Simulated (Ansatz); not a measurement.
# Pressure series in AlCo

The parent structure is AlCo in the CsCl type structure (space group Pm-3m, No. 221; a = 2.823 Å; non-magnetic).

Cell and atoms are relaxed at each pressure.

All numbers come from PBEsol (Ansatz, an electronic-structure program), spin-orbit coupling left out.

Notes on the quantities. enthalpy: H = E + PV relative to the base's energy.

```
variant                enthalpy  shortest interatomic distance
----------------  -------------  -----------------------------
base                          –                     4.620 bohr
pressure −2 GPa   -0.14 eV/atom                              ?
pressure −1 GPa   -0.07 eV/atom                     4.628 bohr
pressure 1.8 GPa  +0.13 eV/atom                     4.606 bohr
pressure 4.2 GPa  +0.29 eV/atom                     4.588 bohr
pressure 9 GPa    +0.62 eV/atom                     4.555 bohr
pressure 18 GPa   +1.21 eV/atom                              ?
pressure 30 GPa   +1.97 eV/atom                     4.438 bohr
pressure 45 GPa   +2.89 eV/atom                              ?
pressure 60 GPa   +3.76 eV/atom                     4.319 bohr
```

Question: What belongs in the blanks?

Answer: 
- pressure −2 GPa, shortest interatomic distance: 4.636 bohr
- pressure 18 GPa, shortest interatomic distance: 4.500 bohr
- pressure 45 GPa, shortest interatomic distance: 4.373 bohr

Load acts through the strain it causes; cell and atoms are relaxed under it. No phonon test of stability was made. No other phases were tried under pressure. Seeded moments were not kept for the base. All final runs are without spin polarisation.
